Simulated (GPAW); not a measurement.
Input and output of a self-consistent single point for Ta3N (P1, 4 atoms in the cell) (GPAW).

Computed with LDA (Perdew-Wang 92), GPAW PAW datasets LDA (gpaw-data 1.0.1) (plane waves; GPAW 25.7.0).

```xyz
4
Lattice="3.0322 0.0000 0.0000 -1.5161 2.6260 0.0000 0.0000 0.0000 7.5241" Properties=species:S:1:pos:R:3 pbc="T T T"
Ta     0.0921    -0.0156     3.7161
Ta    -0.0153     1.7605     1.2565
Ta     1.5095     0.8166     6.2761
N     -0.0702     0.0645     0.0375
```

Reference input (self-consistent single point, DFT PBEsol, plane waves, GPAW PAW datasets PBEsol (made by gpaw-setup)): mode = pw; ecut = 900 eV; xc = PBEsol; kpts = 8 8 3; mesh shift (steps) = 0 0 0; occupations.name = fermi-dirac; occupations.width = 0.1 eV; nbands = -8; symmetry.symmorphic = false; symmetry.tolerance = 0.0005; maxiter = 150. This run's input differs from it in these lines:

```diff
@@ -15,3 +15,3 @@
 calc = GPAW(mode=PW(900),
-            xc='PBEsol',
+            xc='LDA',
             kpts={'size': (8, 8, 3), 'gamma': True},
```

Its files differ too (potentials: GPAW PAW datasets LDA (gpaw-data 1.0.1)).

The program printed (abridged):

```
     iter     time        total  log10-change:
                         energy   eigst   dens
iter:   1 --:--:--   -45.961187
iter:   2 --:--:--   -45.464979   -1.08  -1.16
iter:   3 --:--:--   -44.190392   -0.53  -1.20
iter:   4 --:--:--   -44.156420   -1.36  -1.48
iter:   5 --:--:--   -44.132050   -2.17  -1.55
iter:   6 --:--:--   -44.107339   -1.44  -1.64
iter:   7 --:--:--   -44.103900   -2.65  -2.21
iter:   8 --:--:--   -44.092905c  -2.98  -2.24
iter:   9 --:--:--   -44.090217c  -3.07  -2.51
iter:  10 --:--:--   -44.090180c  -3.91  -2.86
iter:  11 --:--:--   -44.089405c  -3.82  -2.93
iter:  12 --:--:--   -44.089422c  -4.49  -3.11
iter:  13 --:--:--   -44.089535c  -4.94  -3.22
iter:  14 --:--:--   -44.089517c  -6.25  -3.26
iter:  15 --:--:--   -44.089412c  -4.64  -3.30
iter:  16 --:--:--   -44.089415c  -6.04  -4.00c
iter:  17 --:--:--   -44.089412c  -6.79  -4.23c
iter:  18 --:--:--   -44.089408c  -6.72  -4.34c
iter:  19 --:--:--   -44.089407c  -7.88c -4.36c
Converged after 19 iterations.

Dipole moment: (0.418436, -1.756876, -2.918194) |e|*Ang

Energy contributions relative to reference atoms: (reference = -1273237.833189)

Kinetic:        +24.579624
Potential:      -28.057280
External:        +0.000000
XC:             -39.876862
Entropy (-ST):   -0.095274
Local:           -0.687251
SIC:             +0.000000
--------------------------
Free energy:    -44.137044
Extrapolated:   -44.089407

Showing only first 2 kpts
 Kpt  Band  Eigenvalues  Occupancy
  0    20     11.62328    1.99436
  0    21     11.72359    1.98471
  0    22     12.45118    0.16480
  0    23     12.54701    0.06659

  1    20     11.74387    1.98130
  1    21     11.78442    1.97208
  1    22     12.67988    0.01808
  1    23     12.75482    0.00859

Fermi level: 12.21017

No gap
No difference between direct/indirect transitions
Energy (eV): -44.089407

Forces in eV/Ang:
  0 Ta   -0.07976    0.03670    0.62309
  1 Ta   -0.33926    0.34573    0.50569
  2 Ta   -0.49233    0.78427   -0.62337
  3 N     0.91467   -1.17056   -0.50695

Stress tensor:
     0.062450     0.000571    -0.004950
     0.000571     0.063392     0.005007
    -0.004950     0.005007     0.068169
Stress (GPa, Voigt): [10.0056 10.1566 10.9219  0.8022 -0.7931  0.0914]
```

The run converged in 19 iterations. GPAW prints stress with tension positive. Against the reference run the largest force goes from 1.685 to 1.570 eV/Å.

At such cutoffs GPAW's stress carries a finite-basis (Pulay) error, which enters relaxed cells too; its log prints stress with tension positive.

The starting cell comes from a database of computed structures (which also holds hypothetical and non-ambient phases and stackings), without a prior relaxation at this level. Its atoms were displaced at random from the sites of space group no. 164. Spin polarisation is off. Forces in this geometry exceed 1 eV/Å.

Cost on one core of a shared machine: roughly 2 min.
